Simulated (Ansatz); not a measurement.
# Parameter sweep on the (001) slab of C (cut from a parent of space group no. 227; 12 atoms in the cell)

```xyz
12
Lattice="2.5178 0.0000 0.0000 -2.5178 2.5178 0.0000 0.0000 0.0000 23.7920" Properties=species:S:1:pos:R:3 pbc="T T T"
C     -1.2589     1.2589     7.8902
C      0.0000     1.2589     7.0000
C      0.0000     0.0000     9.6705
C      1.2589     0.0000     8.7803
C     -1.2589     1.2589    11.4509
C      0.0000     1.2589    10.5607
C      0.0000     0.0000    13.2313
C      1.2589     0.0000    12.3411
C     -1.2589     1.2589    15.0117
C      0.0000     1.2589    14.1215
C      0.0000     0.0000    16.7920
C      1.2589     0.0000    15.9018
```

Base run A: Ansatz (a quantum-chemistry and plane-wave program) with PBE, PAW files, self-consistent single point.

Its settings: kpoints.mp_grid.grid = 15 15 1; hamiltonian.xc = pbe; hamiltonian.pseudopotentials = {kind: paw} (the program's default PAW files); scf.occupations.method = cold; scf.occupations.width = 0.05 eV.

The starting cell comes from a database of computed structures (which also holds hypothetical and non-ambient phases and stackings), without a prior relaxation at this level. The slab is cut from that crystal, and its faces are unrelaxed. Spin polarisation is off, though cut faces can carry moments; the slab shows no gap. In the base run, forces exceed 1 eV/Å.

ΔF is the free energy per atom less that of run A. 

```csv
run,"kpoints.mp_grid.grid, scf.occupations.width",ΔF (meV/atom),largest force (eV/Å),TS (meV/atom),k-points
A,"15 15 1, 0.05 eV",0.00,2.424,0.0,64
B,"12 12 1, 0.03 eV",-0.09,2.427,0.0,49
C,"12 12 1, 0.1 eV",-0.07,2.432,0.0,49
D,"12 12 1, 0.3 eV",0.19,2.415,-2.4,49
E,"15 15 1, 0.03 eV",0.01,2.425,0.0,64
F,"15 15 1, 0.1 eV",-0.04,2.425,0.1,64
G,"15 15 1, 0.3 eV",0.15,2.410,-2.5,64
H,"17 17 1, 0.03 eV",0.03,2.419,0.0,81
I,"17 17 1, 0.1 eV",-0.04,2.430,0.2,81
J,"17 17 1, 0.3 eV",0.14,2.409,-2.5,81
```

Run G against A: The free energy hardly moves (within 1 meV/atom) and the largest force goes from 2.424 to 2.410 eV/Å.

Run J against A: The free energy hardly moves (within 1 meV/atom) and the largest force goes from 2.424 to 2.409 eV/Å.

Keys are those of Ansatz 0.2.
